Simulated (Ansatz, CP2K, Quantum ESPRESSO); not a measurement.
## One structure in several programs: LaGePd (C2/m, 6 atoms in the cell)

Self-consistent single point.

```yaml
crystal:
  lattice:
    - [5.27341, -2.28443, 0.00000]
    - [5.27341, 2.28443, 0.00000]
    - [-5.27110, 0.00000, 5.57818]
  atoms:
    - { symbol: La, position: [0.46648, 0.46648, 0.70601] }
    - { symbol: La, position: [0.53352, 0.53352, 0.29399] }
    - { symbol: Ge, position: [0.16075, 0.16075, 0.11074] }
    - { symbol: Ge, position: [0.83925, 0.83925, 0.88926] }
    - { symbol: Pd, position: [0.81438, 0.81438, 0.27811] }
    - { symbol: Pd, position: [0.18562, 0.18562, 0.72189] }
```

Shared settings, as Ansatz (a program for electronic structure) writes them: kpoints.mp_grid.grid = 5 5 3; scf.occupations.method = gaussian; scf.occupations.width = 0.136 eV. Potentials and cutoffs stand in the table.

```
code                                                                                             model  pressure (GPa)  largest force (eV/Å)       cutoff
----------------  ------------------------------------------------------------------------------------  --------------  --------------------  -----------
Quantum ESPRESSO                                   LDA (PZ), GBRV 1.5 ultrasoft (LDA) pseudopotentials           -6.20                 0.122        50 Ry
Ansatz                                                             LDA (PW92), PAW files made with PBE           -6.24                 0.125      default
CP2K              LDA (Pade form), GPW, DZVP-MOLOPT-SR-GTH basis, GTH-PADE potentials (GTH_POTENTIALS)           -6.99                 0.137  grid 500 Ry
```

Size of the force on each atom (eV/Å): Sizes of forces hide their directions.

```csv
code,La1,La2,Ge3,Ge4,Pd5,Pd6
Quantum ESPRESSO,0.122,0.122,0.055,0.055,0.102,0.102
Ansatz,0.125,0.125,0.063,0.063,0.106,0.106
CP2K,0.065,0.065,0.076,0.076,0.137,0.137
```

On Ansatz's run: spin polarisation is off.

The spread over the programs that give each value: pressure within 0.79 GPa; largest force within 0.015 eV/Å.

CP2K uses small atom-centred bases, whose incompleteness enters pressures, forces and empty levels differently from a plane-wave cutoff. Ansatz's pressure is given at a fixed set of plane waves, as the other plane-wave codes print theirs. The same LDA comes in different parametrisations, which differ slightly. In the force vectors, CP2K (by 0.095) lies more than 0.08 eV/Å from the median of the plane-wave programs.

The starting cell comes from a database of computed structures (which also holds hypothetical and non-ambient phases and stackings), without a prior relaxation at this level.

Left out of this page: Elk (not drawn, or without a comparable value).

Keys are those of Ansatz 0.2.
